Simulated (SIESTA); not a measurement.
# Input and output of a self-consistent single point for WO2F (C2/c, 8 atoms in the cell) (SIESTA)

Computed with SIESTA with GGA PBEsol, numerical atomic orbitals DZP, PseudoDojo PBEsol standard norm-conserving potentials (rewritten from UPF to PSML).

Input:

```
# files in the folder: W.psml O.psml F.psml (PseudoDojo PBEsol standard)
SystemName  WO2F
SystemLabel wo2f

NumberOfAtoms                8
NumberOfSpecies              3
%block ChemicalSpeciesLabel
  1 74 W
  2 8 O
  3 9 F
%endblock ChemicalSpeciesLabel
LatticeConstant              5.530763 Ang
%block LatticeVectors
     0.875028454   -0.484071547    0.000000000
     0.875028454    0.484071547    0.000000000
    -0.536715278    0.000000000    0.807390409
%endblock LatticeVectors
AtomicCoordinatesFormat      ScaledCartesian
%block AtomicCoordinatesAndAtomicSpecies
     0.437514227   -0.242035773    0.000000000  1
     0.169156588    0.242035773    0.403695204  1
     0.029221808   -0.003862891    0.597089429  2
     1.184119823    0.003862891    0.210300980  2
     0.915762184   -0.003862891    0.613996184  2
     0.297579447    0.003862891    0.193394225  2
     0.472491996    0.224676968    0.605542807  3
     0.740849635   -0.224676968    0.201847602  3
%endblock AtomicCoordinatesAndAtomicSpecies

XC.functional                GGA
XC.authors                   PBEsol
PAO.BasisSize                DZP
PAO.EnergyShift              0.01 Ry
MeshCutoff                   300 Ry
%block kgrid.MonkhorstPack
    4   0   0  0.0
    0   4   0  0.0
    0   0   4  0.0
%endblock kgrid.MonkhorstPack
OccupationFunction           MP
OccupationMPOrder            0
ElectronicTemperature        0.136 eV

MaxSCFIterations             150
SCF.Mixer.Method             Pulay
SCF.Mixer.Weight             0.2
SCF.Mixer.History            6
SCF.DM.Tolerance             1.0E-04
Diag.ParallelOverK           true
WriteForces                  true
```

Output, abridged:

```
reinit: Reading from file input.fdf

reinit: System Name: WO2F
reinit: System Label: wo2f

coor:   Atomic-coordinates input format  =     Cartesian coordinates
coor:                                          (in units of alat)

siesta: Atomic coordinates (Bohr) and species
siesta:      4.57274  -2.52967   0.00000  1        1
siesta:      1.76796   2.52967   4.21927  1        2
siesta:      0.30542  -0.04037   6.24056  2        3
siesta:     12.37598   0.04037   2.19799  2        4
siesta:      9.57121  -0.04037   6.41726  2        5
siesta:      3.11019   0.04037   2.02128  2        6
siesta:      4.93831   2.34824   6.32891  3        7
siesta:      7.74308  -2.34824   2.10964  3        8

siesta: System type = bulk

initatomlists: Number of atoms, orbitals, and projectors:      8   116   142

siesta: ******************** Simulation parameters ****************************
redata: Spin configuration                          = none
redata: Time-Reversal Symmetry                      = T
redata: Number of Atomic Species                    =        3
redata: Mesh Cutoff                                 =   300.0000 Ry
redata: Net charge of the system                    =     0.0000 |e|
redata: Min. number of SCF Iter                     =        0
redata: Max. number of SCF Iter                     =      150
redata: SCF convergence failure will abort job
redata: SCF mix quantity                            = Hamiltonian
redata: Mix DM or H after convergence               =   F
redata: Recompute H after scf cycle                 =   F
redata: Mix DM in first SCF step                    =   T
redata: No kicks to SCF
redata: DM Mixing Weight for Kicks                  =     0.5000
redata: Require Harris convergence for SCF          =   F
redata: Harris energy tolerance for SCF             =     0.000100 eV
redata: Require DM convergence for SCF              =   T
   [... lines left out ...]
diag: Used triangular part                          = Lower
diag: Absolute tolerance                            =  0.100E-15
diag: Orthogonalization factor                      =  0.100E-05
diag: Memory factor                                 =  1.0000

superc: Internal auxiliary supercell:     5 x     5 x     5  =     125
superc: Number of atoms, orbitals, and projectors:   1000  14500  17750

                        Single-point calculation

superc: Internal auxiliary supercell:     5 x     5 x     5  =     125
superc: Number of atoms, orbitals, and projectors:   1000  14500  17750

outcell: Unit cell vectors (Ang):
        4.839575   -2.677285    0.000000
        4.839575    2.677285    0.000000
       -2.968445    0.000000    4.465485

outcell: Cell vector modules (Ang)   :    5.530763    5.530763    5.362110
outcell: Cell angles (23,13,12) (deg):    118.9740    118.9740     57.9033
outcell: Cell volume (Ang**3)        :    115.7179
new_DM -- step:     1
Initializing Density Matrix...

Attempting to read DM from file... Failed...
DM filled with atomic data:

InitMesh: MESH = 48 x 48 x 48 = 110592
InitMesh: Mesh cutoff (required, used) =   300.000   319.336 Ry

stepf: Methfessel-Paxton step function
       Using Hermite-Gauss polynomials of order  0
        iscf     Eharris(eV)        E_KS(eV)     FreeEng(eV)     dDmax    Ef(eV) dHmax(eV)
   scf:    1    -7194.401812    -7235.055789    -7235.102267  1.863234 -1.100553 15.023080
   scf:    2    -7263.538357    -7251.852995    -7251.874696  0.098733 -2.350820  7.820594
   scf:    3    -7255.616187    -7255.418241    -7255.436001  0.083909 -3.288584  1.801225
   scf:    4    -7254.118782    -7255.182585    -7255.198663  0.051832 -3.467499  2.326531
   scf:    5    -7253.361174    -7254.344463    -7254.362003  0.018501 -3.275644  3.722639
   scf:    6    -7255.418545    -7255.631292    -7255.649162  0.072416 -3.863909  0.753125
   scf:    7    -7255.681268    -7255.657473    -7255.675108  0.002872 -3.846373  0.604870
   scf:    8    -7255.684989    -7255.697725    -7255.714492  0.013661 -3.740858  0.169436
   scf:    9    -7255.700939    -7255.700867    -7255.717873  0.003351 -3.765150  0.018095
   scf:   10    -7255.700906    -7255.700897    -7255.717904  0.000307 -3.762163  0.001784
   scf:   11    -7255.700905    -7255.700901    -7255.717905  0.000019 -3.762205  0.000134
SCF Convergence by DM+H criterion
max |DM_out - DM_in|         :     0.0000187066
max |H_out - H_in|      (eV) :     0.0001338218
SCF cycle converged after 11 iterations

Using DM_out to compute the final energy and forces

siesta: E_KS(eV) =            -7255.7009

siesta: E_KS - E_eggbox =     -7255.7009

siesta: Atomic forces (eV/Ang):
     1    0.000000   -0.000000   -0.000000
     2    0.000000    0.000000    0.000000
     3    0.008185   -0.007959   -0.006085
     4   -0.008185    0.007959    0.006085
     5   -0.008185   -0.007959    0.006085
     6    0.008185    0.007959   -0.006085
     7   -0.000000    0.044123   -0.000000
     8    0.000000   -0.044123    0.000000
   Tot    0.000000   -0.000000    0.000000
   Max    0.044123
   Res    0.013789    sqrt( Sum f_i^2 / 3N )
   Max    0.044123    constrained

Stress tensor Voigt[x,y,z,yz,xz,xy] (kbar):        4.75      -27.17      -12.19       -0.00       21.35        0.00
(Free)E + p*V (eV/cell)    -7254.8846
Target enthalpy (eV/cell)    -7255.7179

siesta: Program's energy decomposition (eV):
siesta: Ebs     =     -1513.396591
siesta: Eions   =     12310.571174
siesta: Ena     =      3156.223631
siesta: Ekin    =      3192.348901
siesta: Enl     =       252.738758
siesta: Eso     =         0.000000
siesta: Edftu   =         0.000000
siesta: DEna    =        82.734385
siesta: DUscf   =         4.895478
siesta: DUext   =         0.000000
siesta: Ex      =     -1519.523370
siesta: Ec      =      -114.547510
siesta: Exc     =     -1634.070880
siesta: Eharris =     -7255.700905
siesta: Etot    =     -7255.700901
siesta: FreeEng =     -7255.717905

siesta: Atomic forces (eV/Ang):
siesta:      1    0.000000   -0.000000   -0.000000
siesta:      2    0.000000    0.000000    0.000000
siesta:      3    0.008185   -0.007959   -0.006085
siesta:      4   -0.008185    0.007959    0.006085
siesta:      5   -0.008185   -0.007959    0.006085
siesta:      6    0.008185    0.007959   -0.006085
siesta:      7   -0.000000    0.044123   -0.000000
siesta:      8    0.000000   -0.044123    0.000000
siesta: ----------------------------------------
siesta:    Tot    0.000000   -0.000000    0.000000

siesta: Stress tensor (static) (eV/Ang**3):
siesta:     0.002967    0.000000    0.013323
siesta:     0.000000   -0.016960   -0.000000
siesta:     0.013323   -0.000000   -0.007610

siesta: Cell volume =        115.717878 Ang**3

siesta: Pressure (static):
siesta:                Solid            Molecule  Units
siesta:           0.00007843          0.00007745  Ry/Bohr**3
siesta:           0.00720125          0.00711134  eV/Ang**3
siesta:          11.53766829         11.39362775  kBar
```

The run converged in 11 iterations.

The starting cell comes from a database of computed structures (which also holds hypothetical and non-ambient phases and stackings), without a prior relaxation at this level. Spin polarisation is off. Values carry the incompleteness of an atom-centred basis.
